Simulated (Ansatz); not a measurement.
**What isotropic strain −1.50 % does to InP**

Start from InP in the zinc blende structure (space group F-43m, No. 216; a = 5.8784 Å).

One thing is altered: an isotropic linear strain of −1.50 %, atoms relaxed at fixed cell.

Computed with PBEsol (Ansatz, a quantum-chemistry and plane-wave program; PAW; 420 eV plane waves; scalar-relativistic without spin-orbit coupling). Γ-centred 10×10×10 mesh, Fermi–Dirac width 0.05 eV.

```csv
quantity,base,changed,shift
volume per atom,25.39 Å³,24.27 Å³,-1.126 Å³
shortest interatomic distance,2.545 Å,2.507 Å,-0.038 Å
energy relative to the base (free energy F),0 meV/atom,+11 meV/atom,+11 meV/atom
pressure,0.00 GPa,3.36 GPa,+3.36 GPa
band gap,0.57 eV,0.81 eV,+0.24 eV
gap character,direct at Γ,direct at Γ,–
mean gap deformation potential ΔEg/Δln V,–,-5.3 eV,–
width of the top valence band,2.92 eV,3.13 eV,+0.21 eV
electron mass,0.046 mₑ (at Γ),0.063 mₑ (at Γ),–
"hole mass (degenerate bands, along [100])","0.045, 0.43, 0.43 mₑ (at Γ)","0.062, 0.41, 0.41 mₑ (at Γ)",–
"valley order (the lowest conduction-band minima on the path, energy above the VBM, named in the base's zone)",Γ 0.57 eV; L along ⟨111⟩ 1.38 eV; X along ⟨100⟩ 1.65 eV,Γ 0.81 eV; L along ⟨111⟩ 1.49 eV; X along ⟨100⟩ 1.57 eV,–
```

Cost of the whole job for the changed cell (relaxation, final SCF and bands): very roughly 18 core-seconds.

Effective masses come from finite differences of ±0.01 Å⁻¹. No phonon test of stability was made.
